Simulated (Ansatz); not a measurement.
## Response to strain in hypothetical fluorite TaGe2

Start from TaGe₂ in the fluorite structure (space group Fm-3m, No. 225; a = 6.192 Å; a hypothetical phase, not in the database extracts checked; relaxed with 0.1 eV smearing). Axes: x, y, z lie along the cube axes.

Strains are applied to the cell and any free atomic positions relax; under biaxial strain the out-of-plane vector relaxes too; under stress the whole cell relaxes.

The values are results of PBEsol (Ansatz, an electronic-structure program, PAW, no spin-orbit coupling), not measurements.

Notes on the quantities. energy relative to the base: free energy F; pressure: mean of the normal stresses, compression positive.

| change | energy relative to the base | volume per atom | pressure |
|---|---|---|---|
| base | 0 meV/atom | 19.78 Å³ | 0.0 GPa |
| biaxial strain −2.38 %, plane normal [001], relaxed out of plane | -35 meV/atom | 21.01 Å³ | -6.9 GPa |
| biaxial strain +0.88 %, plane normal [001], relaxed out of plane | -2.6 meV/atom | 19.52 Å³ | 1.5 GPa |
| biaxial strain +4.59 %, plane normal [110], relaxed out of plane | -53 meV/atom | 18.68 Å³ | 3.6 GPa |
| biaxial strain +4.38 %, plane normal [111], relaxed out of plane | -44 meV/atom | 18.85 Å³ | 1.9 GPa |
| isotropic strain +0.18 % | +0.2 meV/atom | 19.89 Å³ | -0.6 GPa |
| isotropic strain +1.59 % | +15 meV/atom | 20.74 Å³ | -4.7 GPa |
| isotropic strain +2.73 % | +42 meV/atom | 21.45 Å³ | -7.5 GPa |
| uniaxial strain ε_xx = +0.41 % | +0.1 meV/atom | 19.87 Å³ | -0.4 GPa |
| uniaxial stress, 5 GPa compression along z | -17 meV/atom | 19.26 Å³ | – |

A biaxial case was relaxed in a doubled cell and then solved in the primitive one. Stability under load was not tested beyond the relaxation. All final runs are without spin polarisation. An odd electron count without spin: TaGe2. Under biaxial strain −2.38 %, plane normal [001], relaxed out of plane, biaxial strain +0.88 %, plane normal [001], relaxed out of plane and biaxial strain +4.59 %, plane normal [110], relaxed out of plane and more the cell ends below the base's energy or with stress of the wrong sign: the atoms slid into a distortion or the cell is elastically unstable, so the base is not a stable minimum at this level. TaGe2 has a high density of states at the Fermi level and may be magnetic at this level. Under uniaxial stress, 5 GPa compression along z the cell changed shape so far that it is another structure.
